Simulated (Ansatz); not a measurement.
Structures of equal composition on the (0001) surface of hcp Ru: one row in 3 of the top plane missing; (√3x√3)R30°, one Ru site of the top plane empty. The slabs share one bottom face, and each structure is named by its start. These are constructed structures in small cells; real faces may alloy, dewet or reconstruct in larger ones, and not all known structures of the face are among them. Slabs of about 11 Å, Fermi-Dirac smearing of 0.1 eV. Bottom of the slabs: a bare face, its two planes held. Relaxed from the named starts with such symmetry as they have, on meshes of like density; energies extrapolated to zero smearing; spin only where a row says so; no spin-orbit coupling, no U. Brackets mark spin-polarised runs, whose order is one that fits the cell. The cells differ, so small differences also carry the error of unlike k-meshes.

All values below come from PBE (plane waves to 420 eV, PAW; Ansatz, an electronic-structure program).

**Question.** Rank these by energy per 1x1 cell (lowest first), as PBE gives it.

**Answer.** one row in 3 of the top plane missing (0.00 eV), (√3x√3)R30°, one Ru site of the top plane empty (0.11 eV)
